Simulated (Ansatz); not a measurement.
**TiO2: response to strain**

Start from TiO2 in the rutile structure (space group P4_2/mnm, No. 136; a = 4.644 Å, c = 2.964 Å). Axes: x, y, z lie along a, b, c of the conventional cell.

Strains are applied to the cell and any free atomic positions relax; under biaxial strain the out-of-plane vector relaxes too.

The values are results of PBE, PAW, 420 eV (Ansatz, a program for electronic structure; no spin-orbit coupling), earlier PAW set, not measurements.

Notes on the quantities. pressure: mean of the normal stresses, compression positive.

```tsv
change	shortest interatomic distance	band gap	pressure	electron mass
base	195.8 pm	1.86 eV	0.00 GPa	0.58 mₑ along c, 1.2 mₑ across (at Γ)
biaxial strain −2.05 %, plane normal [001], relaxed out of plane	195.7 pm	1.85 eV	4.95 GPa	0.59 mₑ out of plane, 1.2 mₑ in plane (at Γ)
biaxial strain +0.63 %, plane normal [001], relaxed out of plane	195.7 pm	1.88 eV	-1.36 GPa	0.57 mₑ out of plane, 1.2 mₑ in plane (at Γ)
isotropic strain −2.43 %	192.1 pm	1.94 eV	18.72 GPa	0.52 mₑ along c, 1.1 mₑ across (at Γ)
```

Masses are band curvatures over ±0.01 Å⁻¹ around the edge. No phonon test of stability was made. The final runs are not spin-polarised.
